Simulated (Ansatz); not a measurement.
Band structure of Ca2Si (Fm-3m, 3 atoms in the cell).

```
Ca2Si
1.0
    0.00000     3.58523     3.58523
    3.58523     0.00000     3.58523
    3.58523     3.58523     0.00000
Ca Si
2 1
Direct
  0.75000   0.75000   0.75000
  0.25000   0.25000   0.25000
  0.00000   0.00000   0.00000
```

Method: PBEsol, PAW files made with PBE (plane waves; Ansatz, a first-principles code).

Settings: basis.ecutwfc = 420 eV; kpoints.mp_grid.grid = 8 8 8; hamiltonian.xc = pbesol; hamiltonian.pseudopotentials = {kind: paw} (the program's default PAW files); scf.occupations.method = fixed; kpoints.band_path.npoints = 8.

The starting cell comes from a database of computed structures (which also holds hypothetical and non-ambient phases and stackings), without a prior relaxation at this level.

Problem. Predict the gap along the standard path and the places of the band edges.

Solution. The gap along the path is 0.52 eV, direct at X to within 0.01 eV.

Levels in eV from the top of the valence band on the path, bands 9 to 15:
```
point      9     10     11     12    13    14    15
-----  -----  -----  -----  -----  ----  ----  ----
Γ      -6.52  -0.36  -0.36  -0.36  1.70  1.87  1.87
X      -5.61  -1.93   0.00   0.00  0.52  1.67  2.65
W      -5.61  -1.20  -1.20  -0.33  1.14  2.61  2.61
K      -5.63  -1.55  -0.91   0.00  0.97  2.35  2.81
L      -5.82  -1.91  -0.05  -0.05  2.43  2.43  2.63
U      -5.63  -1.55  -0.91   0.00  0.97  2.35  2.81
```

Keys are those of Ansatz 0.2.
